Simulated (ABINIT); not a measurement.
Convergence study of the plane-wave cutoff for Au (Fm-3m, 1 atom in the cell)

```xyz
1
Lattice="0.0000 2.0339 2.0339 2.0339 0.0000 2.0339 2.0339 2.0339 0.0000" Properties=species:S:1:pos:R:3 pbc="T T T"
Au     0.0000     0.0000     0.0000
```

Method of the run: PBEsol, norm-conserving pseudopotentials (PseudoDojo nc-sr-04 PBEsol standard) (plane waves; ABINIT).

Base settings: pseudos = [Au.upf]; ecut = 1034 eV; occopt = 3; tsmear = 0.00367493 Ha; ngkpt = 5 5 5; nshiftk = 1; shiftk = 0 0 0; potentials = PseudoDojo nc-sr-04 PBEsol standard; nband = 15; kptopt = 1.

The second cell is the first with its lattice scaled by 0.98.

The mesh stays at the base's, so the ladder's end is converged at best in this setting alone.

Only quantities that move along the ladder and can be compared are tabulated.

The count of work is k-points × plane waves × bands × iterations; it is no time. 

The starting cell has typed, rounded lattice constants, without a prior relaxation at this level. Its lattice was rescaled by up to half a per cent. Without a gap this mesh is coarse (it stands for a supercell whose shortest vector is 14 Å).

```csv
ecut,free energy less the last step's (meV/atom),energy of the compressed cell less the first (meV/atom),pressure (GPa),count of work / last
354 eV,17559.38,144.53,-440.86,0.057
408 eV,9765.80,-46.85,-273.41,0.059
463 eV,5308.36,67.80,-169.21,0.081
517 eV,2914.26,56.40,-106.90,0.085
571 eV,1603.72,-9.81,-67.81,0.098
626 eV,785.19,47.88,-39.30,0.13
735 eV,171.61,39.78,-11.82,0.14
816 eV,41.82,41.74,-3.51,0.17
925 eV,4.42,40.79,-0.04,0.20
1034 eV,1.10,40.76,0.50,0.24
1143 eV,0.95,40.75,0.50,0.27
1252 eV,0.71,40.75,0.50,0.32
1388 eV,0.59,40.74,0.51,0.37
1551 eV,0.50,40.74,0.50,0.43
1796 eV,0.31,40.73,0.51,0.62
2068 eV,0.23,40.73,0.50,0.76
2476 eV,0.00,40.72,0.50,1.0
```

Coarsest ecut that holds the pressure within 1 GPa of the last step, with all finer ones: 925 eV, at 0.20 of the last step's count of work; the step before is off by 4.0 GPa.

Coarsest ecut that holds the energy of the compressed cell less the first within 0.2 meV/atom of the last step, with all finer ones: 925 eV, at 0.20 of the last step's count of work; the step before is off by 1.0 meV/atom.

Coarsest ecut that holds the free energy within 2 meV/atom of the last step, with all finer ones: 1034 eV, at 0.24 of the last step's count of work; the step before is off by 4.4 meV/atom.

The energy difference between the two cells stays within 1 meV/atom of the last step's from 925 eV on, the total only from 1143 eV on: much of the error is common to both cells and cancels.

At the lowest cutoff the pressure lies 441 GPa under the last step's, the usual sign of Pulay stress in an incomplete plane-wave basis.
